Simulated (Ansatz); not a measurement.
ZnO (model structure, started from the NiAs type, P6₃/mmc, No. 194, 4 atoms in the cell), treated with r²SCAN0 (Ansatz, a quantum-chemistry and plane-wave program, PAW).

Run with plane-wave cutoff 520 eV, 9×9×6 k mesh (along the axes of the cell as run), Fermi–Dirac smearing 0.01 eV, scalar-relativistic PAW data made under PBE.

Cell (relaxed with PBEsol):

```
CELL_PARAMETERS angstrom
      2.97723     0.00000     0.00000
     -1.48862     2.57836     0.00000
      0.00000     0.00000     5.11780
ATOMIC_POSITIONS crystal
  Zn 0.00000 0.00000 0.00000
  Zn 0.00000 0.00000 0.50000
  O  0.33333 0.66667 0.25000
  O  0.66667 0.33333 0.75000
```

Problem. Estimate the band gap that the calculation returns.

Solution. 
band gap: 3.67 eV (on the SCF k mesh)

Note: the relaxation could raise the start's symmetry but not lower it, so the cell can be a saddle point; cell and atoms aren't relaxed at this level (pressure -3.7 GPa).

The computed numbers hold no vibrational or temperature effects.

It cost very roughly 5 core-minutes of CPU time.

A model structure was made by putting elements into a prototype or built by hand; it is no filed structure, need not be a known phase, and can be a saddle point held by its symmetry.
